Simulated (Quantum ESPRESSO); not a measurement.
Worked example: self-consistent single point of Mg3Zn (Pm-3m, 4 atoms in the cell) in Quantum ESPRESSO.

Level of theory: LDA (PZ), GBRV 1.5 ultrasoft (LDA) pseudopotentials (plane waves; Quantum ESPRESSO).

The change in words: lattice scaled by 0.98. Reference geometry:
```yaml
crystal:
  lattice:
    - [4.27552, 0.00000, 0.00000]
    - [0.00000, 4.27552, 0.00000]
    - [0.00000, 0.00000, 4.27552]
  atoms:
    - { symbol: Mg, position: [0.50000, 0.50000, 0.00000] }
    - { symbol: Mg, position: [0.00000, 0.50000, 0.50000] }
    - { symbol: Mg, position: [0.50000, 0.00000, 0.50000] }
    - { symbol: Zn, position: [0.00000, 0.00000, 0.00000] }
```

Reference input (self-consistent single point, DFT, LDA (PZ), plane waves, GBRV 1.5 ultrasoft (LDA) pseudopotentials): ecutwfc = 50 Ry; ecutrho = 250 Ry; occupations = smearing; smearing = fd; degauss = 0.0036749 Ry; potentials = {Mg: mg_lda_v1.4.uspp.F.UPF, Zn: zn_lda_v1.uspp.F.UPF}; K_POINTS = automatic 6 6 6 0 0 0; conv_thr = 1e-10 Ry; mixing_beta = 0.3. This run's input differs from it in these lines:

```diff
@@ -10,3 +10,3 @@
     ibrav = 1
-    A = 4.27552000
+    A = 4.19001000
     nat = 4
```

Output (repeated stretches shortened):

```
     Self-consistent Calculation

     iteration #  1     ecut=    50.00 Ry     beta= 0.30

     total energy              =    -834.42057134 Ry
     estimated scf accuracy    <       5.56942773 Ry

     iteration #  2     ecut=    50.00 Ry     beta= 0.30

     total energy              =    -836.41488401 Ry
     estimated scf accuracy    <       1.37786728 Ry

     iteration #  3     ecut=    50.00 Ry     beta= 0.30

     total energy              =    -836.34715673 Ry
     estimated scf accuracy    <       0.25620381 Ry

   [... 9 blocks of this kind left out ...]

     iteration # 13     ecut=    50.00 Ry     beta= 0.30

     total energy              =    -836.43059571 Ry
     estimated scf accuracy    <          1.1E-10 Ry

     iteration # 14     ecut=    50.00 Ry     beta= 0.30
     End of self-consistent calculation

     the Fermi energy is     7.7839 ev

!    total energy              =    -836.43059571 Ry
     estimated scf accuracy    <          6.8E-11 Ry
     smearing contrib. (-TS)   =      -0.00139280 Ry
     internal energy E=F+TS    =    -836.42920292 Ry

     convergence has been achieved in  14 iterations

     Forces acting on atoms (cartesian axes, Ry/au):

     atom    1 type  1   force =     0.00000000    0.00000000    0.00000000
   [... zero for the other atoms too ...]

     Total force =     0.000000     Total SCF correction =     0.000000

          total   stress  (Ry/bohr**3)                   (kbar)     P=       10.72
   0.00007290   0.00000000   0.00000000           10.72        0.00        0.00
   0.00000000   0.00007290   0.00000000            0.00       10.72        0.00
   0.00000000   0.00000000   0.00007290            0.00        0.00       10.72

   JOB DONE.
```

The run converged in 14 iterations. Against the reference run the free energy is nearly the same (within 1 meV/atom) and the pressure goes from -1.69 to 1.07 GPa.

The starting cell comes from a database of computed structures (which also holds hypothetical and non-ambient phases and stackings), without a prior relaxation at this level. For this run, on top of that: lattice scaled by 0.98.

Cost on one core of a shared machine: roughly 30 s.
